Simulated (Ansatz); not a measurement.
Al2SiO5 (Pnnm, No. 58) was calculated with r²SCAN (plane waves, PAW; Ansatz, a first-principles code).

Settings: plane-wave cutoff 560 eV, 6×4×6 k mesh (along the axes of the cell as run), Fermi–Dirac smearing 0.01 eV, scalar-relativistic PAW data made under PBE.

Cell (relaxed at this level):

```cif
data_Al8O20Si4
_chemical_formula_sum 'Si4 Al8 O20'
_space_group_name_H-M_alt 'Pnnm'
_space_group_IT_number 58
_space_group_name_Hall '-P 2 2n'
_cell_length_a 7.79124
_cell_length_b 7.89599
_cell_length_c 5.55753
_cell_angle_alpha 90.000
_cell_angle_beta 90.000
_cell_angle_gamma 90.000
loop_
_atom_site_label
_atom_site_type_symbol
_atom_site_symmetry_multiplicity
_atom_site_Wyckoff_symbol
_atom_site_fract_x
_atom_site_fract_y
_atom_site_fract_z
_atom_site_occupancy
Si1 Si 4 g 0.24615 0.25162 0.00000 1
Al1 Al 4 e 0.00000 0.00000 0.24183 1
Al2 Al 4 g 0.12967 0.63880 0.00000 1
O1 O 4 g 0.07734 0.86289 0.00000 1
O2 O 4 g 0.42469 0.36241 0.00000 1
O3 O 4 g 0.10287 0.40008 0.00000 1
O4 O 8 h 0.22981 0.13339 0.23962 1
```

Q: Estimate the band gap that the calculation returns.

A: 
band gap: 5.67 eV (on the SCF k mesh)

Note: the relaxation could not lower the start's symmetry, so the cell can be a saddle point above a distorted one.

Cost on a shared machine: roughly 24 core-minutes.
